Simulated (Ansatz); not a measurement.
**IrO2 in the rutile structure (space group P4_2/mnm, No. 136)**

IrO2 has the tetragonal space group P4₂/mnm (No. 136), the rutile structure, Pearson symbol tP6. Lattice parameters: a = b = 4.5293 Å, c = 3.1798 Å, α = β = γ = 90.00°. Ir on 2a sees 6 O at 1.976–2.008 Å (octahedral). O on 4f sees 3 Ir at 1.976–2.008 Å (trigonal planar). (Neighbours: up to the widest gap in distance over summed covalent radii, below 1.35, at either atom; cation-cation and far metal-metal contacts left out.)

The values are results of PBE (Ansatz, a program for electronic structure; PAW; 420 eV plane waves; spin-orbit coupling left out), not measurements. Settings: 10×10×15 k-points, 0.05 eV Fermi–Dirac smearing.

The volume per atom comes out as 10.87 Å³ and the density comes out as 11.42 g/cm³. The band gap is zero and the total energy is -4355.875 eV/atom (σ→0; compares only within this code and set-up).

Stability against distortions was not tested. No Hubbard U is applied, and correlation can decide whether such a compound is a metal. All final runs are without spin polarisation.
